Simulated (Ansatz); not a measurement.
germanium: the defect Ge vacancy + Ge vacancy + Mg interstitial

Method: PBE, PAW (plane waves to 420 eV; Ansatz, an electronic-structure program). Details: 64-site cell; 2×2×2 shifted k-points; start: the Ge site; Ge 2.49 Å away; midway between the emptied sites; the functional closes the host's gap; finite-size errors of tenths of an eV; relaxed from one start, so a lower configuration may exist.

Neighbours after relaxation, in Å: of the emptied site: Mg 1.24, Ge 2.27, Ge 2.28, Ge 2.28; of the emptied site: Mg 1.26, Ge 2.27, Ge 2.27, Ge 2.27; of the Mg atom: Ge 2.91, Ge 2.91, Ge 2.91, Ge 2.91, Ge 2.92, Ge 2.92.

Formation energies E_f are those of the neutral cell. Chemical conditions: impurity bounded by its compound with the host (Δμ(Ge) = 0.00 eV, Δμ(Mg) = -0.42 eV, bounded by Mg2Ge (Fm-3m); only phases computed here count, gases as isolated molecules at 0 K). Reference phases: Ge: germanium, Mg: hcp Mg.

The name describes the start; the neighbours show where the atoms ended.

| charge | moment (μB) | point group | largest move off a lattice site (Å) | E_f, impurity bounded by its compound with the host (eV) |
|---|---|---|---|---|
| 0 | not spin-polarised | D3d | 0.23 | 2.15 |

Point groups are those of the whole cell at tolerances of 0.03 and 0.1 Å ("near" where only the looser one holds); none is given for unsettled states.

All states together cost around 70 core-minutes (rough).
